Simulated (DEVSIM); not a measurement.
Structure: abrupt Si n-p junction, at 350 K.

Layer 1 from the left is Si, thickness (μm) 3.30, Nd (cm⁻³) 7.5e16, τn (s) 9.8e-6, τp (s) 9.8e-6. Layer 2 from the left is Si, thickness (μm) 4.50, Na (cm⁻³) 5.9e16, τn (s) 9.8e-6, τp (s) 9.8e-6.

Left contact: ohmic. Right contact: ohmic. Voltage is applied to the left contact. Recombination: SRH at mid-gap, Auger. Mobility is μmin + (μ − μmin)/(1 + (N/Nref)^α).

The device is made up for the run: typed textbook-type constants, with dimensions and the other settings drawn at random. Values at 300 K; Nc and Nv go as T^1.5, mobilities as T to minus their exponent, the gap by Varshni's rule with the affinity fixed.

Si: gap (eV) 1.124, affinity (eV) 4.05, permittivity 11.7, Nc (cm⁻³) 2.86e19, Nv (cm⁻³) 3.1e19, μn (cm²/Vs) 1417, μp (cm²/Vs) 470, μn,min 52, μp,min 45, Nref,n 9.7e16, Nref,p 2.2e17, αn 0.68, αp 0.72, T exponent of μn 2.3, T exponent of μp 2.2, Cn (cm⁶/s) 2.8e-31, Cp (cm⁶/s) 9.9e-32, Varshni α (eV/K) 0.000473, Varshni β (K) 636.

Estimate by hand the built-in potential, the peak field at zero bias, the capacitance at 2 V, and compare with a numerical solution.


- Built-in potential: ni = √(Nc Nv) exp(−Eg/2kT) = 3.78e11 cm⁻³ with Eg = 1.111 eV; Vbi = kT/q ln(Na Nd/ni²) = 0.729 V; numerical 0.729 V.
- Peak field at zero bias: depletion approximation: W = √(2εVbi/(qN)) = 0.169 μm with N = 3.30e16 cm⁻³; field = 2Vbi/W = 86300 V/cm; numerical 82600 V/cm (estimate above by 4.4 %).
- Capacitance at 2 V: C = √(qεN / 2(Vbi + |V|)) = 31.7 nF/cm²; numerical 32.1 nF/cm² (estimate below by 1.1 %).

DEVSIM, 1D drift-diffusion, Boltzmann statistics, complete ionisation; no tunnelling, impact ionisation, image-force lowering or self-heating.
